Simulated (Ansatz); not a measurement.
## Input and output of a self-consistent single point for Ag (P6_3/mmc, 2 atoms in the cell) (Ansatz)

Level of theory: r2SCAN, default PAW files made with PBE (plane waves; Ansatz, a quantum-chemistry and plane-wave program).

The input file:

Ansatz 0.2 input:
```yaml
crystal:
  lattice:
    - [2.897637, 0.000000, 0.000000]
    - [-1.448818, 2.509427, 0.000000]
    - [0.000000, 0.000000, 4.704586]
  atoms:
    - { symbol: Ag, position: [0.333333, 0.666667, 0.250000] }
    - { symbol: Ag, position: [0.666667, 0.333333, 0.750000] }
kpoints:
  mp_grid: { grid: [11, 11, 6] }
hamiltonian:
  xc: r2scan
  pseudopotentials: { kind: paw }
scf:
  occupations: { method: cold, width: 0.136 }
output:
  forces: true
  eigenvalues: true
  stress: true
```

Output (repeated stretches shortened):

```
WARN the atoms were moved onto the symmetric positions of the space group found under crystal.symmetry.tolerance 1.0e-5 (fractional …
WARN basis.ecutwfc = 500 eV, the default
WARN ansatz: RAYON_NUM_THREADS=1 ignored (pool sized by the plan → 1); use --threads N
Pseudopotentials: kind: paw
Pseudopotential: Ag, paw, valence charge 19
Crystal: 2 atoms, lattice volume = 34.209 Å³
Basis set: ecut = 500 eV, 845 PW (Γ), exchange–correlation on 96×96×144 points (64 copies of the dense FFT grid, shifted against one another)
Bands: 23, of which v1, the nominal top of the filled ones, is band 19 counted from 1 (18 counted from 0)
Symmetry: 24 space group operations
Space group: P63/mmc (ITA 194), of the structure as read, at distance tolerance 3.2e-5 Å
k-points: 64 of 726
PAW frozen core: Ag, regenerated for the run's functional
Initial density: superposition of atomic densities (neutral atoms: chi_scale 0, normalization atom), corrected by the library's trained network
Initial wavefunctions: pseudopotential atomic-orbital guess
Eigensolver: davidson
Functional: x = r2scan, c = r2scan; τ floored in thin density (d = 2e-4 eV/Å³)
SCF iter   1: F=—  HF=-15207.878586 eV  |F-HF|=—  |Δ(HF+E_count)|=         —  Δρ=1.08e-2  dr2=3.70e-2  dr2_τ=1.09e-3  ethr=1.77e-3  ⟨swp⟩=4.5  Hψ=5372  notcnv=0
all-band conjugate gradients solve this SCF's bands
preconditioner: auto → Kerker (q_TF=auto, 2.777 Å⁻¹)
SCF iter   2: F=—  HF=-15207.872644 eV  |F-HF|=—  |Δ(HF+E_count)|=   5.94e-3  S|Δr|=    0.00e0  Δρ=5.49e-3  dr2=7.23e-3  dr2_τ=8.83e-4  ethr=9.72e-5  ⟨swp⟩=1.3  Hψ=2161  notcnv=0
SCF iter   3: F=—  HF=-15207.872871 eV  |F-HF|=—  |Δ(HF+E_count)|=   2.27e-4  S|Δr|=    0.00e0  Δρ=1.84e-3  dr2=1.03e-3  dr2_τ=3.81e-5  ethr=1.90e-5  ⟨swp⟩=1.1  Hψ=1499  notcnv=0
SCF iter   4: F=—  HF=-15207.872935 eV  |F-HF|=—  |Δ(HF+E_count)|=   6.43e-5  S|Δr|=    0.00e0  Δρ=4.48e-4  dr2=3.37e-5  dr2_τ=4.38e-6  ethr=2.70e-6  ⟨swp⟩=2.0  Hψ=2103  notcnv=0
SCF iter   5: F=—  HF=-15207.872983 eV  |F-HF|=—  |Δ(HF+E_count)|=   4.80e-5  S|Δr|=    0.00e0  Δρ=9.14e-5  dr2=2.72e-6  dr2_τ=1.39e-7  ethr=8.88e-8  ⟨swp⟩=2.4  Hψ=2544  notcnv=0
SCF iter   6: F=—  HF=-15207.872990 eV  |F-HF|=—  |Δ(HF+E_count)|=   7.47e-6  S|Δr|=    0.00e0  Δρ=2.52e-5  dr2=1.49e-7  dr2_τ=3.69e-9  ethr=7.15e-9  ⟨swp⟩=2.0  Hψ=2178  notcnv=0
SCF iter   7: F=-15207.872991 eV  HF=-15207.872991 eV  |F-HF|=1.50e-8  |Δ(HF+E_count)|=   3.97e-7  S|Δr|=    0.00e0  Δρ=1.03e-5  dr2=3.34e-8  dr2_τ=1.04e-9  ethr=2.63e-10  ⟨swp⟩=5.5  Hψ=6101  notcnv=0
SCF 1 converged in 7 iterations: F = -15207.872991 eV  dr2 = 3.34e-8
SCF converged after 7 iterations
Stability not checked (fill_not_monotonic)
Free energy (F): -15207.872991 eV
Harris-Foulkes:  -15207.872991 eV  (|F-HF|=1.50e-8)
Internal energy: -15207.870338 eV  (E = F + TS)
E sigma→0 (E₀):  -15207.872107 eV
Entropy (-TS):   -0.002652 eV (-1.326 meV/atom)
Fermi energy:    17.465425 eV
Step filling:    the computed levels leave a gap of 0.0262 eV = 0.2 smearing widths
--- Per-component energies (eV) ---
  E_band       = -511.024301
  E_kinetic    = 1056.432628
  E_local      = -4406.760585  (includes V_loc(G=0)·N_el)
  E_nonlocal   = 162.413435
  E_hartree    = 2009.778347
  E_xc         = -357.094736
  E_vxc        = -526.097833  (∫ρ·V_xc dr)
  E_paw        = -7844.666869  (= ΣΔE_a)
  E_vpaw       = -854.447787  (= ΣTr[D̂ρ^β])
  E_aug_tail   = 0.000125  (compensation charges beyond the density's cutoff)
  E_vtau       = 37.866865  (kinetic-family band-sum trace: ∫τ·v_τ [+ j·A + Jᵃ·Aᵃ] dr)
  E_ewald      = -5826.954062
  E_core_change = -1.018621  (= ΣΔE_core)
  E_smearing   = -0.002652  (= −TS)
  E_closure    = 0.000000  (closes the sum)
  Σ components = -15207.872991   (vs F -15207.872991, Δ=0.00e0)
--- Forces (eV/Å), atoms counted from 1 ---
  atom   1  Ag     0.00000000     0.00000000    -0.00000000
  atom   2  Ag    -0.00000000     0.00000000     0.00000000
  max |Σ_I F_I| component: 4.63e-18 eV/Å
--- Stress (GPa, compression-positive) ---
        0.390570      -0.000000       0.000000
       -0.000000       0.390570      -0.000000
        0.000000      -0.000000       2.817796
  P = ⅓ Tr σ = 1.1996 GPa (11.996 kbar)
  The stress holds the Pulay correction. Without it, at fixed plane waves, as pw.x and ABINIT print it: P = 1.1020 GPa
--- Band table (eV; the first three rows and the last of 64) ---
  k-point 0: bands = ["-77.3871", "-77.3689", "-40.0823", "-39.9417", "-39.9417", "-39.9153", "-39.9153", "-39.9114", "9.3602", "10.5653", "12.1579", "12.2228", "12.2228", "12.4694", "12.4694", "12.7962", "12.7962", "13.8459", "13.8459", "17.0269", [...]
  k-point 1: bands = ["-77.3859", "-77.3701", "-40.0710", "-39.9399", "-39.9399", "-39.9230", "-39.9171", "-39.9171", "9.5849", "10.6183", "12.1142", "12.1653", "12.1653", "12.4097", "12.4097", "12.9439", "12.9439", "13.8238", "13.8238", "15.7719", [...]
  k-point 2: bands = ["-77.3825", "-77.3735", "-40.0399", "-39.9544", "-39.9351", "-39.9351", "-39.9219", "-39.9219", "10.1790", "10.7337", "12.0793", "12.1158", "12.1158", "12.2767", "12.2767", "13.2383", "13.2383", "13.7284", "13.7284", "13.9069", [...]
  k-point 63: bands = ["-77.3653", "-77.3653", "-40.0535", "-40.0535", "-40.0109", "-40.0109", "-39.9471", "-39.9471", "11.2608", "11.2608", "11.7676", "11.7676", "12.3339", "12.3339", "12.9453", "12.9453", "13.9080", "13.9080", "20.9094", [...]
```

The run converged in 7 iterations.

The starting cell was generated: these elements placed on a structure prototype, without a prior relaxation; it need not be a known phase or ordering of this composition. Ansatz's pressure includes its estimate of the finite-basis (Pulay) stress.
